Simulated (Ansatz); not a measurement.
## TiSi2: uniaxial strain ε_xx = −1.94 %

Start from TiSi$_{2}$ (space group Cmcm, No. 63; a = 3.527 Å, b = 13.523 Å, c = 3.566 Å). Axes: x, y, z lie along a, b, c of the conventional cell.

One thing is altered: uniaxial strain ε_xx = −1.94 %, all other strain components held at zero; the atoms relax in the strained cell.

Method: r2SCAN, PAW, 500 eV (Ansatz, a program for electronic structure; scalar-relativistic without spin-orbit coupling), earlier PAW set. Γ-centred 14×14×13 mesh, Fermi–Dirac width 0.05 eV.

```tsv
quantity	base	changed	shift
volume per atom	14.17 Å³	13.90 Å³	-0.27 Å³
space group	Cmcm (No. 63)	Cmcm (No. 63)	–
shortest interatomic distance	2.380 Å	2.373 Å	-0.007 Å
energy relative to the base (free energy F)	0 meV/atom	+5.0 meV/atom	+5.0 meV/atom
band gap	zero	zero	–
stress (xx, yy, zz, yz, xz, xy; compression positive) (rough)	–	(5.9, 1.3, 2.2, 0.0, 0.0, 0.0) GPa	–
```

Final structure:

```yaml
crystal:
  lattice:
    - [1.72935, -6.76170, 0.00000]
    - [1.72935, 6.76170, 0.00000]
    - [0.00000, 0.00000, 3.56562]
  atoms:
    - { symbol: Si, position: [0.94209, 0.05791, 0.75000] }
    - { symbol: Si, position: [0.05791, 0.94209, 0.25000] }
    - { symbol: Si, position: [0.25078, 0.74922, 0.75000] }
    - { symbol: Si, position: [0.74922, 0.25078, 0.25000] }
    - { symbol: Ti, position: [0.60341, 0.39659, 0.75000] }
    - { symbol: Ti, position: [0.39659, 0.60341, 0.25000] }
```

Without a gap, meshes like the base's 14×14×13 leave anisotropic stresses uncertain by several tenths of a GPa, and small strain energies with them. No phonon test of stability was made. The final runs are not spin-polarised.
